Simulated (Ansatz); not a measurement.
**TaN under a change: N → Bi**

The reference is TaN (space group P-62m, No. 189; a = 5.200 Å, c = 2.909 Å).

Perturbation: every N is replaced by Bi, then cell and atoms are relaxed.

The values are results of Ansatz (a first-principles code), r2SCAN, PAW, cutoff 500 eV, no spin-orbit coupling, earlier PAW set, not measurements. Settings: 8×8×14 k-points, 0.05 eV Fermi–Dirac smearing, for the changed cell.

```
quantity                                  base          changed        shift
-----------------------------  ---------------  ---------------  -----------
density                            14.25 g/cm³      12.02 g/cm³  -2.23 g/cm³
lattice parameter a                    5.200 Å          7.353 Å     +2.153 Å
c/a ratio                                0.559            0.469       -0.090
space group                    P-62m (No. 189)  P-62m (No. 189)            –
shortest interatomic distance          2.041 Å          2.781 Å     +0.740 Å
band gap                                  zero             zero            –
```

Stability against distortions was not tested. As relaxed here, TaBi is a hypothetical phase, not in the database extracts checked. The final runs are not spin-polarised.
